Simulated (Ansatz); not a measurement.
For Ag (Im-3m, No. 229; start mp-2646971; another form than the element's usual one), LDA in Ansatz (plane waves, PAW) gives:

| Property | Value |
|---|---|
| lattice constant a | 3.182 Å |
| bulk modulus | 135 GPa |
| cohesive energy | 3.59 eV/atom |

What does r²SCAN (Ansatz, a program for electronic structure, plane waves, PAW) give for the same quantities?


- lattice constant a: 3.267 Å (increases by 2.7 %)
- bulk modulus: 99.7 GPa (falls by 26 %)
- cohesive energy: 2.84 eV/atom (decreases by 0.75 eV/atom)

Changes are worked out from the printed values.

Unless a cell is named, each level is at its own relaxed cell (LDA 16.11, r²SCAN 17.44 Å³/atom).

Caveats: the bulk modulus is −V dP/dV from two relaxed cells at ±2 % in volume (LDA, r²SCAN); the relaxation could not lower the start's symmetry, so the cell can be a saddle point above a distorted one (LDA, r²SCAN). Ansatz's density-functional and Hartree–Fock values are scalar-relativistic unless marked +SOC, with PAW data made under PBE.

A start named mp-… is a Materials Project structure, which can be a computed phase never made.
